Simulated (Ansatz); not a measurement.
A relaxation of cell and atoms of K₂Pd (P4/mmm, 3 atoms in the cell) with Ansatz (an electronic-structure program).

Method of the run: PBEsol, default PAW files made with PBE (plane waves; Ansatz).

The change in words: atoms on their sites; basis.ecutwfc: 420 eV → 210 eV; relax: default → cell and atoms. Reference geometry:
```
K2Pd
1.0
    5.68409     0.00000     0.00000
    0.00000     5.68409     0.00000
    0.00000     0.00000     3.67632
K Pd
2 1
Cartesian
  0.00000   2.84205   1.83816
  2.84205   0.00000   1.83816
  0.00000   0.00000   0.05000
```

Reference input (self-consistent single point, DFT, PBEsol, plane waves, default PAW files made with PBE): basis.ecutwfc = 420 eV; kpoints.mp_grid.grid = 6 6 9; hamiltonian.xc = pbesol; hamiltonian.pseudopotentials = {kind: paw} (the program's default PAW files); scf.occupations.method = fermi_dirac; scf.occupations.width = 0.1 eV. This run's input differs from it in these lines:

Ansatz 0.2 input:
```diff
@@ -9,5 +9,5 @@
     - { symbol: K, position: [0.500000, 0.000000, 0.500000] }
-    - { symbol: Pd, position: [0.000000, 0.000000, 0.013601] }
+    - { symbol: Pd, position: [0.000000, 0.000000, 0.000000] }
 basis:
-  ecutwfc: 420.0
+  ecutwfc: 210.0
 kpoints:
@@ -19,2 +19,4 @@
   occupations: { method: fermi_dirac, width: 0.1 }
+relax:
+  cell: {}
 output:
```

Output, abridged:

```
   [... SCF lines of the steps left out ...]
relax step   1: F+E_penalty+E_count = -9928.48547786 eV  Δ(F+E_penalty+E_count) = +0.000e0 eV  max|allowed force component| = 1.643e-29 eV/Å  Δτ_max = 0.0000 Å  P = -1.027 GPa  Ω = 118.778 Å³  (9 SCF iters, dr2 threshold 1.00e-7 eV, accepted)
relax step   2: F+E_penalty+E_count = -9929.87940754 eV  Δ(F+E_penalty+E_count) = -1.394e0 eV  max|allowed force component| = 1.302e-29 eV/Å  Δτ_max = 0.0000 Å  P = +7.013 GPa  Ω = 115.160 Å³  energy of the carried Pulay correction = +1.462e0 eV  (6 [...]
   [... lines left out ...]
relax step 120: F+E_penalty+E_count = -9928.63788674 eV  Δ(F+E_penalty+E_count) = -2.843e-3 eV  max|allowed force component| = 6.311e-30 eV/Å  Δτ_max = 0.0000 Å  P = -0.001 GPa  Ω = 101.223 Å³  energy of the carried Pulay correction = +2.779e-3 eV  [...]
relax step 121: F+E_penalty+E_count = -9928.63359907 eV  Δ(F+E_penalty+E_count) = +4.288e-3 eV  max|allowed force component| = 2.235e-30 eV/Å  Δτ_max = 0.0000 Å  P = -0.027 GPa  Ω = 101.223 Å³  stress off target by 2.44e-1 GPa  SCF on the basis [...]
basis re-selected at this cell: Δ(F+E_penalty+E_count) = +4.288e-3 eV, ΔP = -0.026 GPa vs the last step
   [... lines left out ...]
Free energy (F): -9928.633599 eV
Fermi energy:    6.174352 eV
Error: variable-cell relaxation did not converge after 121 `relax_step` rows, as none of its last 49 fresh-basis SCF(s) at a relaxed cell met both thresholds with a finite energy. The last misses `relax.cell.stress_tol`: largest allowed force component 2.24e-30 eV/Å (`relax.f_tol` 1.00e-2 eV/Å), stress off the target on the free part of the cell 2.44e-1 GPa (`relax.cell.stress_tol` 5.00e-2 GPa), F+E_penalty+E_count -9928.63359907 eV. The closest is row 115, whose structure comes with this error. Larger ratio of force or stress to its threshold at each such SCF whose figures are numbers: 20.825, 20.157, 20.327, 20.963, 21.713, 23.000, 23.060, 22.117, 21.699, 21.731, 22.041, 22.906, [...]
   [... lines left out ...]
to start a new deck from the relaxed geometry:
  cell:  # Å, volume = 101.2419 Å³
    - [5.585664774003758, -7.481379767744291e-35, 0.0]
    - [-8.177322071720503e-35, 5.585664774003758, 0.0]
    - [0.0, 0.0, 3.2449679890749854]
  atoms:
    - { symbol: K, position: [-5.412927018274632e-36, 0.5, 0.5] }
    - { symbol: K, position: [0.5, 1.4471183398912879e-37, 0.5] }
    - { symbol: Pd, position: [-3.998183780820052e-36, -6.628104124830935e-38, 0.0] }
```

The relaxation ended unconverged. 

The starting cell comes from a database of computed structures (which also holds hypothetical and non-ambient phases and stackings), without a prior relaxation at this level. Its lattice was rescaled by up to half a per cent. The cutoff lies below the one recommended for these files.

Cost on one core of a shared machine: roughly 4 min.
